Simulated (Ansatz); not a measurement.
In a free triangular strip chain of Sn atoms, spin-degenerate bands cross the Fermi level 4 times between Γ and the zone edge.

Level of theory: PBE (plane waves to 420 eV, PAW; Ansatz, a program for electronic structure). Mesh 1×1×100. No spin polarisation, so a magnetic state wasn't tested. Periodic along z alone, with about 11 Å of vacuum beside it. A hypothetical model. It keeps the symmetry and period of its start, so it need not be a minimum against all distortions. Pairing along the axis, which can open a gap, is among the distortions not tried. Values not marked SOC lack spin–orbit coupling.

### Question
What are the conductance and the two-terminal resistance of a perfect, endless piece?

### Answer
Each crossing on the half of the zone with k > 0 has a partner at −k, so it gives one mode in each direction. Counting spin there are 8 modes, each carrying e²/h = 38.74 μS. G = 8 × 38.74 = 309.9 μS and R = 1/G = 3.23 kΩ, whatever the length. Scattering by phonons, roughness and contacts can only raise R.
